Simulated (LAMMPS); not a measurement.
Simulation of a symmetric tilt boundary about [001] in Si (diamond structure), boundary plane (410).

Computed with classical MD, pair style tersoff, file SiC_Erhart-Albe.tersoff; code LAMMPS.

Σ17, energy 1.05 J/m² at 0 K; heated in steps, 60 ps sampled at each, free outer surfaces; steps at which the grains lost their order are left out.

| T (K) | disordered width (Å) | disordered share in the grains |
|---|---|---|
| 844 | 3.7 | 0.00 |
| 1181 | 3.8 | 0.00 |
| 1350 | 3.9 | 0.00 |
| 1518 | ___ | 0.00 |
| 1636 | ___ | 0.00 |

Question: Complete the blanks.

Answer: 
- 1636, disordered width (Å): 4.2
- 1518, disordered width (Å): 3.9
